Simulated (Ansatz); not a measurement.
Here is the system:

```xyz
2
Lattice="0.0000 3.4546 4.8155 2.0259 0.0000 4.8155 2.0259 3.4546 0.0000" Properties=species:S:1:pos:R:3 pbc="T T T"
Br     2.0259     3.4546     1.1656
Br     2.0259     3.4546     8.4654
```

No spin polarisation.

The values are results of Ansatz (a first-principles code) r2SCAN+rVV10, no spin-orbit coupling, not measurements. k-mesh 10×10×10 (Γ-centred); smearing 0.05 eV (Fermi–Dirac).

Question: Predict the band gap and space group.

Answer: 
- Band gap = 0.06 eV
- Space group = Fmmm (No. 69)

Stability against distortions was not tested. The cell was made from C by this change: C → Br; the result is a hypothetical phase, not in the database extracts checked.
